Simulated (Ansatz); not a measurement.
Given:

Host crystal: monoclinic HfO2, with a band gap (PBE, scalar-relativistic without spin-orbit coupling).

End structure of CO on the 1x1 (100) surface of monoclinic HfO2 (cut with top plane 2 O), one in a 1x1 cell, started at the site 'bridge O-O (span 5.3 Å)':

```yaml
crystal:
  lattice:
    - [5.21201, 0.00000, 0.00000]
    - [0.00000, 5.35246, 0.00000]
    - [0.00000, 0.00000, 28.50000]
  atoms:
    - { symbol: O, position: [0.18629, 0.86339, 0.33630] }
    - { symbol: O, position: [0.31371, 0.36339, 0.33630] }
    - { symbol: Hf, position: [0.07292, 0.16028, 0.37287] }
    - { symbol: Hf, position: [0.42708, 0.66028, 0.37287] }
    - { symbol: O, position: [0.73895, 0.90072, 0.39944] }
    - { symbol: O, position: [0.76105, 0.40072, 0.39944] }
    - { symbol: O, position: [0.24321, 0.43921, 0.42373] }
    - { symbol: O, position: [0.25679, 0.93921, 0.42373] }
    - { symbol: Hf, position: [0.55357, 0.17504, 0.45058] }
    - { symbol: Hf, position: [0.94643, 0.67504, 0.45058] }
    - { symbol: O, position: [0.66702, 0.50181, 0.48738] }
    - { symbol: O, position: [0.83298, 0.00181, 0.48738] }
    - { symbol: O, position: [0.16603, 0.67346, 0.51264] }
    - { symbol: O, position: [0.33251, 0.17406, 0.51263] }
    - { symbol: Hf, position: [0.05323, 0.00063, 0.54952] }
    - { symbol: Hf, position: [0.44796, 0.50031, 0.54934] }
    - { symbol: O, position: [0.74158, 0.73948, 0.57675] }
    - { symbol: O, position: [0.75689, 0.23964, 0.57672] }
    - { symbol: O, position: [0.24235, 0.27456, 0.60086] }
    - { symbol: O, position: [0.26072, 0.77242, 0.60005] }
    - { symbol: Hf, position: [0.57461, 0.01335, 0.62971] }
    - { symbol: Hf, position: [0.93314, 0.51357, 0.62545] }
    - { symbol: O, position: [0.70733, 0.30923, 0.66529] }
    - { symbol: O, position: [0.82324, 0.80873, 0.66447] }
    - { symbol: C, position: [0.33315, 0.98469, 0.70494] }
    - { symbol: O, position: [0.27094, 0.98660, 0.74295] }
```

Slab: 26 atoms, 9.3 Å thick at the start under the adsorbate (thin: gaps and levels are the slab's own); k 3x3x1, smearing 0.01 eV, dipole-corrected; single point; no symmetry held, on the structure that PBE left; no spin, no spin-orbit, no U, no dispersion correction. At the end it is bonded to Hf. In PBE it is, or lies within 0.03 eV of, the lowest of the starts that converged; the order may differ at this level.

A negative adsorption energy means that the adsorbate is more stable on the surface than in its reference.

Question: Give the change of the step from the bottom to the top vacuum level, against the clean slab at the level HSE06, at the PBE geometry run with Ansatz (a first-principles code).

Answer: -0.85 eV

Question: Give the adsorption energy against CO(g) at the same level at the level HSE06, at the PBE geometry.

Answer: -0.52 eV
